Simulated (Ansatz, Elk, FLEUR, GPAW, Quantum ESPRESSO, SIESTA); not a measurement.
# One structure in several programs: LiF (Fm-3m, 2 atoms in the cell)

Self-consistent single point.

```
CELL_PARAMETERS angstrom
      0.00000     2.01803     2.01803
      2.01803     0.00000     2.01803
      2.01803     2.01803     0.00000
ATOMIC_POSITIONS crystal
  Li 0.00000 0.00000 0.00000
  F  0.50000 0.50000 0.50000
```

Shared settings, as Ansatz (a quantum-chemistry and plane-wave program) writes them: kpoints.mp_grid.grid = 8 8 8; scf.occupations.method = fixed. Potentials and cutoffs stand in the table.

```json
[
 {"code": "Elk", "model": "PBE, all-electron FP-LAPW, Elk's shipped species files, default APW+lo basis", "gap on the mesh (eV)": "9.012", "cutoff": "rgkmax 7"},
 {"code": "FLEUR", "model": "PBE, all-electron FLAPW (FLEUR), scalar-relativistic valence", "gap on the mesh (eV)": "9.329", "cutoff": "Kmax 4.5 1/bohr"},
 {"code": "Quantum ESPRESSO", "model": "PBE, SSSP 1.1.2 efficiency (PBE) pseudopotentials", "gap on the mesh (eV)": "9.012", "cutoff": "40 Ry"},
 {"code": "SIESTA", "model": "GGA PBE, numerical atomic orbitals TZP, PseudoDojo PBE standard norm-conserving potentials (rewritten from UPF to PSML)", "gap on the mesh (eV)": "8.986", "cutoff": "grid 400 Ry"},
 {"code": "GPAW", "model": "PBE, GPAW PAW datasets PBE (gpaw-data 1.0.1)", "gap on the mesh (eV)": "9.021", "cutoff": "950 eV"},
 {"code": "Ansatz", "model": "PBE, default PAW files", "gap on the mesh (eV)": "9.036", "cutoff": "420 eV"}
]
```

Gaps are read on the mesh.

The spread over the programs that give each value: gap on the mesh within 0.343 eV.

SIESTA uses small atom-centred bases, whose incompleteness enters pressures, forces and empty levels differently from a plane-wave cutoff. Elk and FLEUR treat all electrons, but the usual bases taken here (sphere radii, linearisation, local orbitals, empty states) were not tested for convergence, so the values are no reference for the others. In the pressure, SIESTA (by 2.23) lies more than 1 GPa from the median of the plane-wave programs. In the gap, FLEUR (by 0.308) lies more than 0.12 eV from the median of the plane-wave programs.

On the base mesh (9 9 9) the same programs gave: Ansatz pressure 0.99 GPa, gap on the mesh 9.036 eV; Quantum ESPRESSO pressure 1.12 GPa, gap on the mesh 9.012 eV; GPAW gap on the mesh 9.021 eV; Elk gap on the mesh 9.012 eV; FLEUR gap on the mesh 9.330 eV; SIESTA pressure -1.19 GPa, gap on the mesh 8.986 eV.

The starting cell comes from a database of computed structures (which also holds hypothetical and non-ambient phases and stackings), without a prior relaxation at this level. Its lattice was rescaled by a random factor within 2.5 % of one.

Left out of this page: ABINIT (with a known weakness of the program); CP2K (on another mesh).

Keys are those of Ansatz 0.2.
